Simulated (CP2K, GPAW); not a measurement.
A CP2K input for a self-consistent single point of Li₂Pd (P6/mmm, 3 atoms in the cell) (DFT LDA (Pade form), GPW, DZVP-MOLOPT-SR-GTH basis, GTH-PADE potentials (GTH_POTENTIALS)):

```
&GLOBAL
  PROJECT calc
  RUN_TYPE ENERGY_FORCE
  PRINT_LEVEL MEDIUM
&END GLOBAL
&FORCE_EVAL
  METHOD Quickstep
  STRESS_TENSOR ANALYTICAL
  &DFT
    BASIS_SET_FILE_NAME BASIS_MOLOPT
    POTENTIAL_FILE_NAME GTH_POTENTIALS
    &QS
      METHOD GPW
      EPS_DEFAULT 1E-10
    &END QS
    &MGRID
      CUTOFF 500
      REL_CUTOFF 50
      NGRIDS 5
    &END MGRID
    &SCF
      SCF_GUESS ATOMIC
      EPS_SCF 1E-6
      MAX_SCF 100
      ADDED_MOS 5
      &DIAGONALIZATION
        ALGORITHM STANDARD
      &END DIAGONALIZATION
      &MIXING
        METHOD BROYDEN_MIXING
        ALPHA 0.2
        NBUFFER 8
      &END MIXING
      &SMEAR ON
        METHOD FERMI_DIRAC
        ELECTRONIC_TEMPERATURE [K] 1160.45
      &END SMEAR
    &END SCF
    &KPOINTS
      SCHEME MONKHORST-PACK 9 9 12
      GAMMA_CENTERED T
    &END KPOINTS
    &XC
      &XC_FUNCTIONAL PADE
      &END XC_FUNCTIONAL
    &END XC
    &PRINT
      &MO
        EIGENVALUES T
        OCCUPATION_NUMBERS T
        NDIGITS 8
        FILENAME mo
        &EACH
          QS_SCF 0
        &END EACH
        ADD_LAST NUMERIC
      &END MO
      &MULLIKEN ON
      &END MULLIKEN
    &END PRINT
  &END DFT
  &SUBSYS
    &CELL
      A 4.20512000 0.00000000 0.00000000
      B -2.10256000 3.64174100 0.00000000
      C 0.00000000 0.00000000 2.67986000
      PERIODIC XYZ
    &END CELL
    &COORD
      SCALED
      Li       0.33333300     0.66666700     0.50000000
      Li       0.66666700     0.33333300     0.50000000
      Pd       0.00000000     0.00000000     0.00000000
    &END COORD
    &KIND Li
      BASIS_SET DZVP-MOLOPT-SR-GTH
      POTENTIAL GTH-PADE-q3
    &END KIND
    &KIND Pd
      BASIS_SET DZVP-MOLOPT-SR-GTH
      POTENTIAL GTH-PADE-q18
    &END KIND
  &END SUBSYS
  &PRINT
    &FORCES ON
    &END FORCES
    &STRESS_TENSOR ON
    &END STRESS_TENSOR
  &END PRINT
&END FORCE_EVAL
```

**Question.** Give the GPAW input for the same structure, mesh, smearing and functional.

**Answer.** This is the input that was run; spellings and numerical settings could be chosen otherwise.

```python
from ase import Atoms
from ase.units import GPa
from gpaw import GPAW, PW, FermiDirac

atoms = Atoms(['Li', 'Li', 'Pd'],
              cell=[[4.205120, 0.000000, 0.000000],
                    [-2.102560, 3.641741, 0.000000],
                    [0.000000, 0.000000, 2.679860]],
              scaled_positions=[[0.333333, 0.666667, 0.500000],
                                [0.666667, 0.333333, 0.500000],
                                [0.000000, 0.000000, 0.000000]],
              pbc=True)

calc = GPAW(mode=PW(550),
            xc='LDA',
            kpts={'size': (9, 9, 12), 'gamma': True},
            occupations=FermiDirac(0.1),
            nbands=-11,
            convergence={'density': 1e-05},
            symmetry={'symmorphic': False, 'tolerance': 0.0005},
            maxiter=120,
            txt='-')

atoms.calc = calc

energy = atoms.get_potential_energy()
print('Energy (eV):', round(energy, 6))
forces = atoms.get_forces()
print('Forces (eV/Ang):')
print(forces.round(5))
stress = atoms.get_stress()
print('Stress (GPa, Voigt):', (stress / GPa).round(4))
```

Basis settings and potentials, where a program has them, do not carry over. This input uses DFT LDA (Perdew-Wang 92), plane waves, GPAW PAW datasets LDA (gpaw-data 1.0.1). LDA parametrisations can differ slightly between programs. Both were run: pressure -3.56 GPa in CP2K and -2.67 in GPAW.

On CP2K: the starting cell comes from a database of computed structures (which also holds hypothetical and non-ambient phases and stackings), without a prior relaxation at this level. Spin polarisation is off. Values carry the incompleteness of an atom-centred basis. With a pressure of about -4 GPa the cell is away from its equilibrium volume at this level.

On GPAW: the starting cell comes from a database of computed structures (which also holds hypothetical and non-ambient phases and stackings), without a prior relaxation at this level. Spin polarisation is off.
